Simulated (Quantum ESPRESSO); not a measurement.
How a calculation on Ga2O3 (R-3c, 10 atoms in the cell) responds to its settings

```
CELL_PARAMETERS angstrom
      2.51869    -1.45417     4.51942
      0.00000     2.90833     4.51942
     -2.51869    -1.45417     4.51942
ATOMIC_POSITIONS crystal
  Ga 0.85559 0.85559 0.85559
  Ga 0.14441 0.14441 0.14441
  Ga 0.64441 0.64441 0.64441
  Ga 0.35559 0.35559 0.35559
  O  0.75000 0.44684 0.05316
  O  0.25000 0.55316 0.94684
  O  0.05316 0.75000 0.44684
  O  0.94684 0.25000 0.55316
  O  0.44684 0.05316 0.75000
  O  0.55316 0.94684 0.25000
```

Base run A: PBE, PseudoDojo standard norm-conserving (PBE) pseudopotentials run with Quantum ESPRESSO, self-consistent single point.

Its settings: ecutwfc = 85 Ry; occupations = fixed; potentials = {Ga: Ga.upf, O: O.upf}; K_POINTS = automatic 4 4 4 0 0 0; nbnd = 48; conv_thr = 1e-10 Ry.

The starting cell comes from a database of computed structures (which also holds hypothetical and non-ambient phases and stackings), without a prior relaxation at this level. Its lattice was rescaled by a random factor within 2.5 % of one.

ΔF is the free energy per atom less that of run A. A dash stands where there is no value to compare (another energy zero or no entropy term, no result, no spin, no clean gap, or a mesh too coarse for one). Total energies depend on the potentials, the functional and any Hubbard or dispersion term, so they are compared only between runs that share all of them.

Runs B, C, F sample the zone with one or two k-points, far too few for so small a cell.

```csv
run,change,ΔF (meV/atom),pressure (GPa),largest force (eV/Å),gap on the mesh (eV),k-points
A,base,0.00,2.29,0.047,2.603,13
B,tstress: true → default; K_POINTS: automatic 4 4 4 0 0 0 → automatic 1 1 1 0 0 0; input_dft: default → hse; nqx1: default → 1; nqx2: default → 1; nqx3: default → 1 [HSE06],–,–,0.510,4.513,1
C,K_POINTS: automatic 4 4 4 0 0 0 → automatic 1 1 1 0 0 0,253.6,-1.73,0.413,2.683,1
D,K_POINTS: automatic 4 4 4 0 0 0 → automatic 2 2 2 0 0 0,11.4,1.88,0.061,2.703,4
E,K_POINTS: automatic 4 4 4 0 0 0 → automatic 3 3 3 0 0 0,0.77,2.23,0.046,2.621,6
F,tstress: true → default; K_POINTS: automatic 4 4 4 0 0 0 → automatic 1 1 1 0 0 0; input_dft: default → pbe0; nqx1: default → 1; nqx2: default → 1; nqx3: default → 1 [PBE0],–,–,0.511,5.297,1
```

Run B against A: The largest force goes from 0.047 to 0.510 eV/Å and the gap on the mesh goes from 2.603 to 4.513 eV.

Run E against A: The free energy is nearly the same (within 1 meV/atom), the pressure moves little (2.29 to 2.23 GPa), the largest force hardly changes (0.047 to 0.046 eV/Å) and the gap on the mesh goes from 2.603 to 2.621 eV.
